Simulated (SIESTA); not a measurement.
Input and output of a self-consistent single point for TiAu₄ (P1, 5 atoms in the cell) (SIESTA).

Method of the run: GGA PBEsol, numerical atomic orbitals TZP, PseudoDojo PBEsol standard norm-conserving potentials (rewritten from UPF to PSML) in SIESTA 5.4.2.

The change in words: lattice scaled by 0.98. Reference geometry:
```xyz
5
Lattice="-3.2748 3.2748 1.9818 3.2748 -3.2748 1.9818 3.2748 3.2748 -1.9818" Properties=species:S:1:pos:R:3 pbc="T T T"
Ti     0.0335    -0.0105     0.0129
Au     0.6689     1.8590     1.9287
Au     2.5481     1.3471     0.0162
Au     1.4134     3.9997     0.0011
Au     1.8858    -0.6456     2.0048
```

Reference input (self-consistent single point, DFT, GGA PBEsol, numerical atomic orbitals TZP, PseudoDojo PBEsol standard norm-conserving potentials (rewritten from UPF to PSML)): XC.functional = GGA; XC.authors = PBEsol; potentials = PseudoDojo PBEsol standard; PAO.BasisSize = TZP; PAO.EnergyShift = 0.01 Ry; MeshCutoff = 350 Ry; kgrid.MonkhorstPack = 5 5 4; OccupationFunction = MP; OccupationMPOrder = 0; ElectronicTemperature = 3156.43 K; MaxSCFIterations = 150; SCF.Mixer.Method = Pulay. This run's input differs from it in these lines:

```diff
@@ -12,5 +12,5 @@
 %block LatticeVectors
-    -3.274830000    3.274830000    1.981830000
-     3.274830000   -3.274830000    1.981830000
-     3.274830000    3.274830000   -1.981830000
+    -3.209333000    3.209333000    1.942193000
+     3.209333000   -3.209333000    1.942193000
+     3.209333000    3.209333000   -1.942193000
 %endblock LatticeVectors
```

Log, with long lists cut:

```
        iscf     Eharris(eV)        E_KS(eV)     FreeEng(eV)     dDmax    Ef(eV) dHmax(eV)
   scf:    1   -17353.221925   -17560.994675   -17561.216599  1.605913 -0.330582 36.861443
   scf:    2   -17655.261960   -17647.337055   -17647.380207  1.162790  0.326056  9.747436
   scf:    3   -17653.656207   -17650.603639   -17650.649672  0.118615 -0.013729  7.427684
   scf:    4   -17656.324765   -17655.535297   -17655.630221  0.396700 -1.608926  3.908168
   scf:    5   -17654.422855   -17655.746962   -17655.812554  0.106652 -1.157591  3.562640
   [... 5 lines left out ...]
   scf:   11   -17656.093756   -17656.093768   -17656.174022  0.000252 -1.429162  0.021877
   scf:   12   -17656.093578   -17656.093687   -17656.174043  0.000560 -1.430489  0.005433
   scf:   13   -17656.093680   -17656.093684   -17656.174043  0.000057 -1.430748  0.006134
   scf:   14   -17656.093740   -17656.093712   -17656.174044  0.000089 -1.430388  0.000179
SCF Convergence by DM+H criterion
max |DM_out - DM_in|         :     0.0000889476
max |H_out - H_in|      (eV) :     0.0001789878
SCF cycle converged after 14 iterations

Using DM_out to compute the final energy and forces

siesta: E_KS(eV) =           -17656.0937

siesta: E_KS - E_eggbox =    -17656.0937

siesta: Atomic forces (eV/Ang):
     1   -0.531412   -0.113460   -0.177602
     2   -0.041711    1.383881    0.703389
     3    0.841021   -0.134552   -0.383029
     4   -0.955428   -0.730824    0.120691
     5    0.688810   -0.403079   -0.264054
   Tot    0.001280    0.001966   -0.000604
   Max    1.383881
   Res    0.620684    sqrt( Sum f_i^2 / 3N )
   Max    1.383881    constrained

Stress tensor Voigt[x,y,z,yz,xz,xy] (kbar):      -47.48      -46.39      -47.62       -0.90        8.19       -0.01
   [... lines left out ...]
siesta: FreeEng =    -17656.174044
   [... lines left out ...]
siesta:    -0.029634   -0.000006    0.005112
siesta:    -0.000006   -0.028957   -0.000559
siesta:     0.005112   -0.000559   -0.029721

siesta: Cell volume =         80.016940 Ang**3

siesta: Pressure (static):
siesta:                Solid            Molecule  Units
siesta:           0.00032062          0.00020543  Ry/Bohr**3
siesta:           0.02943759          0.01886126  eV/Ang**3
siesta:          47.16421349         30.21907105  kBar
```

The run converged in 14 iterations. Against the reference run the free energy falls by 7.6 meV/atom, the pressure goes from -6.40 to 4.72 GPa and the largest force goes from 1.124 to 1.553 eV/Å.

The starting cell comes from a database of computed structures (which also holds hypothetical and non-ambient phases and stackings), without a prior relaxation at this level. Its atoms were displaced at random from the sites of space group no. 87. For this run, on top of that: lattice scaled by 0.98. Spin polarisation is off. Values carry the incompleteness of an atom-centred basis. With a pressure of about 5 GPa the cell is away from its equilibrium volume at this level. Forces in this geometry exceed 1 eV/Å.

Cost on one core of a shared machine: roughly 90 s.
